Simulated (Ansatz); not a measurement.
Worked example: relaxation of cell and atoms of Cu₃AsS₄ (P-43m, 8 atoms in the cell) in Ansatz (an electronic-structure program).

Level of theory: PBEsol, default PAW files made with PBE (plane waves; Ansatz).

The change in words: atoms on their sites; relax: default → cell and atoms. Reference geometry:
```yaml
crystal:
  lattice:
    - [5.28551, 0.00000, 0.00000]
    - [0.00000, 5.28551, 0.00000]
    - [0.00000, 0.00000, 5.28551]
  atoms:
    - { symbol: Cu, position: [0.00000, 0.50000, 0.50000] }
    - { symbol: Cu, position: [0.50000, 0.00000, 0.50000] }
    - { symbol: Cu, position: [0.50000, 0.50000, 0.00000] }
    - { symbol: As, position: [0.00546, 0.00546, 0.00546] }
    - { symbol: S, position: [0.25268, 0.74732, 0.74732] }
    - { symbol: S, position: [0.74732, 0.74732, 0.25268] }
    - { symbol: S, position: [0.74732, 0.25268, 0.74732] }
    - { symbol: S, position: [0.25268, 0.25268, 0.25268] }
```

Reference input (self-consistent single point, DFT, PBEsol, plane waves, default PAW files made with PBE): basis.ecutwfc = 420 eV; kpoints.mp_grid.grid = 4 4 4; hamiltonian.xc = pbesol; hamiltonian.pseudopotentials = {kind: paw} (the program's default PAW files); scf.occupations.method = gaussian; scf.occupations.width = 0.1 eV. This run's input differs from it in these lines:

```diff
@@ -9,3 +9,3 @@
     - { symbol: Cu, position_ang: [2.642753, 2.642753, 0.000000] }
-    - { symbol: As, position_ang: [0.028869, 0.028869, 0.028869] }
+    - { symbol: As, position_ang: [0.000000, 0.000000, 0.000000] }
     - { symbol: S, position_ang: [1.335542, 3.949964, 3.949964] }
@@ -27,2 +27,4 @@
     width: 0.1
+relax:
+  cell: {}
 output:
```

Log, with long lists cut:

```
   [... SCF lines of the steps left out ...]
relax step   1: F+E_penalty+E_count = -28120.69176636 eV  Δ(F+E_penalty+E_count) = +0.000e0 eV  max|allowed force component| = 1.800e-1 eV/Å  Δτ_max = 0.0000 Å  P = -2.554 GPa  Ω = 147.659 Å³  (8 SCF iters, dr2 threshold 1.00e-7 eV, accepted)
relax step   2: F+E_penalty+E_count = -28120.73726651 eV  Δ(F+E_penalty+E_count) = -4.550e-2 eV  max|allowed force component| = 1.171e-1 eV/Å  Δτ_max = 0.0146 Å  P = -1.278 GPa  Ω = 145.178 Å³  energy of the carried Pulay correction = +6.158e-4 eV  [...]
   [... lines left out ...]
relax step   5: F+E_penalty+E_count = -28120.75708991 eV  Δ(F+E_penalty+E_count) = -8.327e-6 eV  max|allowed force component| = 1.337e-4 eV/Å  Δτ_max = 0.0001 Å  P = -0.001 GPa  Ω = 143.021 Å³  energy of the carried Pulay correction = +1.160e-3 eV  [...]
relax step   6: F+E_penalty+E_count = -28120.75601997 eV  Δ(F+E_penalty+E_count) = +1.070e-3 eV  max|allowed force component| = 1.831e-4 eV/Å  Δτ_max = 0.0000 Å  P = +0.000 GPa  Ω = 143.021 Å³  stress off target by 1.06e-4 GPa  SCF on the basis [...]
basis re-selected at this cell: Δ(F+E_penalty+E_count) = +1.070e-3 eV, ΔP = +0.001 GPa vs the last step
the relaxation is at rest under the 24 symmetry operations that the run kept from its start: a minimum is not shown …
Free energy (F): -28120.756020 eV
Internal energy: -28120.740249 eV  (E = F + TS)
E sigma→0 (E₀):  -28120.748134 eV
Entropy (-TS):   -0.015771 eV (-1.971 meV/atom)
Fermi energy:    9.032753 eV
--- Forces (eV/Å), atoms counted from 1 ---
  atom   1  Cu     0.00000000     0.00000000    -0.00000000
   [... lines left out ...]
  cell:  # Å, volume = 143.0215 Å³
   [... lines left out ...]
    - { symbol: S, position: [0.257085170353114, 0.742914829646886, 0.742914829646886] }
    - { symbol: S, position: [0.742914829646886, 0.742914829646886, 0.257085170353114] }
    - { symbol: S, position: [0.742914829646886, 0.257085170353114, 0.742914829646886] }
    - { symbol: S, position: [0.257085170353114, 0.257085170353114, 0.257085170353114] }
```

The run converged. 

Summary of the result:
| Item | Result |
|---|---|
| Free energy E − TS (on the zero of these files) | -28120.7560 eV |
| Fermi level (on the code's own zero) | 9.03 eV |
| Pressure | 0.00 GPa |
| Final cell | a = 5.2296 Å, b = 5.2296 Å, c = 5.2296 Å, α = 90.00°, β = 90.00°, γ = 90.00° |
| Final volume per atom | 17.88 Å³ |
| Relaxation steps | 6 |

The starting cell comes from a database of computed structures (which also holds hypothetical and non-ambient phases and stackings), without a prior relaxation at this level. Its lattice was rescaled by up to half a per cent. Spin polarisation is off. The relaxation keeps the symmetry of its start, so its end need not be a minimum. Ansatz's pressure includes its estimate of the finite-basis (Pulay) stress. The run gives no clean gap (levels at the Fermi energy touch, overlap or are partly filled at this smearing), which alone does not show that the compound is a metal.

Cost on one core of a shared machine: roughly 40 s.

Keys are those of Ansatz 0.2.
